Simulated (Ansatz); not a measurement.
Consider ZrN in the rock salt structure (space group Fm-3m, No. 225).

```
CELL_PARAMETERS angstrom
      0.00000     2.29761     2.29761
      2.29761     0.00000     2.29761
      2.29761     2.29761     0.00000
ATOMIC_POSITIONS crystal
  N  0.00000 0.00000 0.00000
  Zr 0.50000 0.50000 0.50000
```

Computed with DFT with PBE, PAW potentials and a 420 eV plane-wave cutoff in Ansatz (a program for electronic structure), scalar-relativistic without spin-orbit coupling, earlier PAW set.

Base values:

| Quantity | Value |
|---|---|
| Lattice parameter a | 4.595 Å |

Perturbation: a hydrostatic pressure of 15 GPa.

### Question
What does the calculation give for the lattice parameter a after the change?

### Answer
The lattice parameter a decreases by 0.0815 Å to 4.514 Å.

Load acts through the strain it causes; cell and atoms are relaxed under it. Stability against distortions was not tested. No other phases were tried under pressure. All final runs are without spin polarisation. An odd electron count without spin: ZrN.
